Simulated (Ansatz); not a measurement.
Consider a periodic stack without vacuum, corundum (0 0 1) on germanium (1 1 1) (film strained to the substrate, started from cuts of the bulks and a machine-learned relaxation; slabs Ge32 and Al36O54, which can lie off the formulas): substrate slab Ge32, film Al36O54, surface cells [[2, -2], [0, 2]] and [[2, 1], [-1, 1]], film strained by -2.2 and -2.2 %, outermost planes Ge/Ge and Al/Al as cut, which need not be the usual terminations and can put a slab off its formula. Its start:

```yaml
crystal:
  lattice:
    - [8.14587, 0.00000, -0.00091]
    - [-4.07293, 7.05453, 0.00065]
    - [4.23948, -1.46893, 28.22023]
  atoms:
    - { symbol: Ge, position: [0.92640, 0.93270, 0.07658] }
    - { symbol: Ge, position: [0.93177, 0.43291, 0.07275] }
    - { symbol: Ge, position: [0.42551, 0.92804, 0.07302] }
    - { symbol: Ge, position: [0.42655, 0.43441, 0.07310] }
    - { symbol: Ge, position: [0.27509, 0.59187, 0.04049] }
    - { symbol: Ge, position: [0.27161, 0.09333, 0.04611] }
    - { symbol: Ge, position: [0.77351, 0.59396, 0.04605] }
    - { symbol: Ge, position: [0.77205, 0.09137, 0.04594] }
    - { symbol: Ge, position: [0.54658, 0.28933, 0.18866] }
    - { symbol: Ge, position: [0.54271, 0.78816, 0.19032] }
    - { symbol: Ge, position: [0.04716, 0.29231, 0.18967] }
    - { symbol: Ge, position: [0.04722, 0.78784, 0.18926] }
    - { symbol: Ge, position: [0.88946, 0.95053, 0.16340] }
    - { symbol: Ge, position: [0.89166, 0.44961, 0.15973] }
    - { symbol: Ge, position: [0.39205, 0.94980, 0.16007] }
    - { symbol: Ge, position: [0.39180, 0.45059, 0.16016] }
    - { symbol: Ge, position: [0.16468, 0.64804, 0.30670] }
    - { symbol: Ge, position: [0.16557, 0.14740, 0.30341] }
    - { symbol: Ge, position: [0.66510, 0.64504, 0.30665] }
    - { symbol: Ge, position: [0.66257, 0.14685, 0.30729] }
    - { symbol: Ge, position: [0.51262, 0.30845, 0.27673] }
    - { symbol: Ge, position: [0.51007, 0.80769, 0.27845] }
    - { symbol: Ge, position: [0.00705, 0.30935, 0.27764] }
    - { symbol: Ge, position: [0.00862, 0.80531, 0.27713] }
    - { symbol: Ge, position: [0.77609, 0.99266, 0.41734] }
    - { symbol: Ge, position: [0.79876, 0.49532, 0.42727] }
    - { symbol: Ge, position: [0.27750, 0.01283, 0.42063] }
    - { symbol: Ge, position: [0.29631, 0.51180, 0.41783] }
    - { symbol: Ge, position: [0.13497, 0.67191, 0.39383] }
    - { symbol: Ge, position: [0.12371, 0.17125, 0.39016] }
    - { symbol: Ge, position: [0.64321, 0.65060, 0.39403] }
    - { symbol: Ge, position: [0.62418, 0.16439, 0.39456] }
    - { symbol: Al, position: [0.13194, 0.82786, 0.57818] }
    - { symbol: Al, position: [0.46686, 0.49569, 0.57861] }
    - { symbol: Al, position: [0.80055, 0.16353, 0.57806] }
    - { symbol: Al, position: [0.49002, 0.81781, 0.52105] }
    - { symbol: Al, position: [0.82346, 0.48331, 0.51703] }
    - { symbol: Al, position: [0.15816, 0.14977, 0.52094] }
    - { symbol: Al, position: [0.47192, 0.16184, 0.56889] }
    - { symbol: Al, position: [0.80360, 0.82644, 0.56933] }
    - { symbol: Al, position: [0.13578, 0.49356, 0.56851] }
    - { symbol: Al, position: [0.43872, 0.84313, 0.64553] }
    - { symbol: Al, position: [0.77242, 0.50959, 0.64537] }
    - { symbol: Al, position: [0.10548, 0.17621, 0.64550] }
    - { symbol: O, position: [0.37154, 0.58552, 0.53681] }
    - { symbol: O, position: [0.70598, 0.25349, 0.53670] }
    - { symbol: O, position: [0.03728, 0.91803, 0.53686] }
    - { symbol: O, position: [0.36051, 0.93364, 0.53666] }
    - { symbol: O, position: [0.69424, 0.59871, 0.53789] }
    - { symbol: O, position: [0.02831, 0.26525, 0.53661] }
    - { symbol: O, position: [0.55647, 0.06723, 0.61445] }
    - { symbol: O, position: [0.89010, 0.73538, 0.61520] }
    - { symbol: O, position: [0.22286, 0.40074, 0.61456] }
    - { symbol: O, position: [0.55306, 0.37660, 0.61512] }
    - { symbol: O, position: [0.88731, 0.04393, 0.61464] }
    - { symbol: O, position: [0.22104, 0.71052, 0.61438] }
    - { symbol: O, position: [0.24445, 0.06521, 0.61449] }
    - { symbol: O, position: [0.57749, 0.73208, 0.61482] }
    - { symbol: O, position: [0.91152, 0.39829, 0.61483] }
    - { symbol: O, position: [0.38674, 0.27760, 0.53675] }
    - { symbol: O, position: [0.71879, 0.94264, 0.53690] }
    - { symbol: O, position: [0.04978, 0.60889, 0.53662] }
    - { symbol: Al, position: [0.39943, 0.86275, 0.74089] }
    - { symbol: Al, position: [0.73274, 0.52933, 0.74085] }
    - { symbol: Al, position: [0.06609, 0.19606, 0.74089] }
    - { symbol: Al, position: [0.43195, 0.17991, 0.66218] }
    - { symbol: Al, position: [0.76534, 0.84654, 0.66239] }
    - { symbol: Al, position: [0.09870, 0.51280, 0.66207] }
    - { symbol: Al, position: [0.07311, 0.85912, 0.72384] }
    - { symbol: Al, position: [0.40632, 0.52582, 0.72388] }
    - { symbol: Al, position: [0.73987, 0.19266, 0.72388] }
    - { symbol: Al, position: [0.37369, 0.20882, 0.80252] }
    - { symbol: Al, position: [0.70725, 0.87541, 0.80251] }
    - { symbol: Al, position: [0.04059, 0.54238, 0.80251] }
    - { symbol: O, position: [0.31720, 0.95565, 0.69312] }
    - { symbol: O, position: [0.65049, 0.62232, 0.69330] }
    - { symbol: O, position: [0.98388, 0.28888, 0.69324] }
    - { symbol: O, position: [0.62378, 0.95500, 0.69325] }
    - { symbol: O, position: [0.95737, 0.62134, 0.69321] }
    - { symbol: O, position: [0.29033, 0.28804, 0.69325] }
    - { symbol: O, position: [0.15535, 0.76650, 0.77153] }
    - { symbol: O, position: [0.48866, 0.43286, 0.77151] }
    - { symbol: O, position: [0.82204, 0.09974, 0.77163] }
    - { symbol: O, position: [0.15605, 0.07363, 0.77154] }
    - { symbol: O, position: [0.48951, 0.74059, 0.77150] }
    - { symbol: O, position: [0.82275, 0.40725, 0.77161] }
    - { symbol: O, position: [0.51520, 0.10036, 0.77162] }
    - { symbol: O, position: [0.84882, 0.76714, 0.77153] }
    - { symbol: O, position: [0.18189, 0.43379, 0.77152] }
    - { symbol: O, position: [0.31628, 0.64811, 0.69316] }
    - { symbol: O, position: [0.64973, 0.31461, 0.69323] }
    - { symbol: O, position: [0.98311, 0.98169, 0.69331] }
    - { symbol: Al, position: [0.33531, 0.22978, 0.89581] }
    - { symbol: Al, position: [0.66694, 0.89368, 0.89580] }
    - { symbol: Al, position: [0.00304, 0.56140, 0.89581] }
    - { symbol: Al, position: [0.03358, 0.87901, 0.81921] }
    - { symbol: Al, position: [0.36688, 0.54569, 0.81934] }
    - { symbol: Al, position: [0.70027, 0.21235, 0.81920] }
    - { symbol: Al, position: [0.33888, 0.89186, 0.88646] }
    - { symbol: Al, position: [0.67126, 0.55976, 0.88646] }
    - { symbol: Al, position: [0.00679, 0.22740, 0.88647] }
    - { symbol: Al, position: [0.98214, 0.90477, 0.94299] }
    - { symbol: Al, position: [0.31359, 0.57239, 0.94751] }
    - { symbol: Al, position: [0.64841, 0.23830, 0.94391] }
    - { symbol: O, position: [0.24921, 0.32035, 0.84973] }
    - { symbol: O, position: [0.58261, 0.98806, 0.85019] }
    - { symbol: O, position: [0.91605, 0.65484, 0.85030] }
    - { symbol: O, position: [0.56145, 0.32356, 0.85019] }
    - { symbol: O, position: [0.89467, 0.99012, 0.85030] }
    - { symbol: O, position: [0.22762, 0.65706, 0.84973] }
    - { symbol: O, position: [0.43301, 0.80184, 0.92780] }
    - { symbol: O, position: [0.76770, 0.47013, 0.92795] }
    - { symbol: O, position: [0.10099, 0.13738, 0.92802] }
    - { symbol: O, position: [0.41989, 0.11246, 0.92795] }
    - { symbol: O, position: [0.75264, 0.77858, 0.92802] }
    - { symbol: O, position: [0.08821, 0.44595, 0.92781] }
    - { symbol: O, position: [0.11144, 0.78901, 0.92802] }
    - { symbol: O, position: [0.44411, 0.45706, 0.92780] }
    - { symbol: O, position: [0.77756, 0.12233, 0.92795] }
    - { symbol: O, position: [0.25130, 0.01147, 0.85031] }
    - { symbol: O, position: [0.58593, 0.67866, 0.84972] }
    - { symbol: O, position: [0.91811, 0.34475, 0.85019] }
```

The start was prepared with a machine-learned potential, and the result is one local minimum, with the in-plane cell held and forces under 0.04 eV/Å; the film can end far from its bulk form.

Level of theory: PBE (plane waves to 420 eV, PAW; Ansatz, a quantum-chemistry and plane-wave program). Spin–orbit coupling is left out; the runs are not spin-polarised; PBE gaps are too small against experiment. Its k-point mesh 3×3×1, Fermi–Dirac width 0.05 eV.

**Question.** Predict the relaxed interface.

**Answer.** 
```
Property                                                                                   Result
--------------------------------------------------------------------------------  ---------------
interface area                                                                            57.5 Å²
period                                                                                    27.42 Å
heights between the nearest atoms of the two slabs at the two interfaces          2.47 and 1.68 Å
Al–Ge contacts across the interfaces within 1.22 times the sum of covalent radii   5, mean 2.59 Å
Ge–O contacts across the interfaces within 1.22 times the sum of covalent radii    3, mean 2.05 Å
```
